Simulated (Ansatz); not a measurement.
The reference is GaAs in the zinc blende structure (space group F-43m, No. 216; a = 5.659 Å). Axes: x, y, z lie along the cube axes.

Calculations: PBEsol in Ansatz (plane waves to 420 eV, PAW, no spin-orbit coupling), earlier PAW set.

Base values:

The shortest interatomic distance is 2.451 Å and the band gap is 0.42 eV.

The change: uniaxial stress, 3 GPa tension along z; all other stress components relax to zero.

Problem. What does the calculation give for the shortest interatomic distance after the change?

Solution. The shortest interatomic distance goes up by 0.013 Å (2.451 Å → 2.464 Å).

Problem. What happens to the band gap?

Solution. The band gap decreases by 0.218 eV (0.42 eV → 0.21 eV).

Problem. What happens to the strain response?

Solution. The strain response (xx, yy, zz) comes out as (−1.04, −1.04, +3.62) %.

Beyond what the load breaks, stability against distortions was not tested. A zero or small gap of GaAs under uniaxial stress, 3 GPa tension along z can be the functional's error rather than a property of the material.

Ansatz is an electronic-structure program.
